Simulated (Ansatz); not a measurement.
CdSe: pressure series

The reference is CdSe in the zinc blende structure (space group F-43m, No. 216).

```xyz
2
Lattice="0.0000 3.0982 3.0982 3.0982 0.0000 3.0982 3.0982 3.0982 0.0000" Properties=species:S:1:pos:R:3 pbc="T T T"
Se     4.6473     4.6473     4.6473
Cd     0.0000     0.0000     0.0000
```

Cell and atoms are relaxed at each pressure.

All numbers come from PBE (Ansatz, an electronic-structure program, PAW, scalar-relativistic without spin-orbit coupling), earlier PAW set.

Candidates:
(a) pressure 5 GPa
(b) pressure 1.5 GPa
(c) pressure 7.5 GPa
(d) pressure 10 GPa

Base values:

The band gap is 0.49 eV.

Problem. Order them by band gap, highest first.

Solution. (d) pressure 10 GPa (0.81 eV), (c) pressure 7.5 GPa (0.75 eV), (a) pressure 5 GPa (0.68 eV), (b) pressure 1.5 GPa (0.56 eV)

Load acts through the strain it causes; cell and atoms are relaxed under it. Whether these cells are dynamically stable was not tested. Tetrahedral semiconductors of this kind turn to denser phases somewhere between about 1 and 50 GPa; those were not computed, so compressed cells here can lie past the real transition.
